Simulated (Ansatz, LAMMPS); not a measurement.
Σ57 (558) [1-10] symmetric tilt, annealed from start 1, in Ge (diamond structure). Cell 43.49 × 16.29 × 26.40 Å, Ge768, 768 atoms. Prepared with Tersoff's 1989 multicomponent potential (SiCGe.tersoff) in LAMMPS: 40 ps at 1300 K, cooling over 40 ps and minimisation with the cell free along the normal, at the potential's lattice parameter; then scaled to the PBE one. 

Basis: localised support functions (accuracy medium) on a full density matrix. k-points: zone centre alone; occupations: Fermi-Dirac, 0.020 eV; spin polarisation not allowed. Scalar-relativistic, no spin-orbit coupling.

**Question.** What is the computed energy, gap and bonding (Ansatz (a program for electronic structure) with PBE, support functions at accuracy medium on the grid of 370 eV)?

**Answer.** 
* **energy over the perfect crystal(s), per atom**: 74 meV/atom
* **boundary energy (mean of two; the reference samples k-space alike but not identically)**: 0.64 J/m²
* **electronic character of the cell**: no gap resolved at this smearing
* **coordination (neighbours within 2.983 Å)**: 94.8 % 4-fold, 5.2 % 5-fold
* **Ge-Ge bonds, mean ± spread**: 2.522 ± 0.069 Å
* **bond angles, mean ± spread**: 108.9° ± 9.6°
* **pressure**: -0.27 GPa
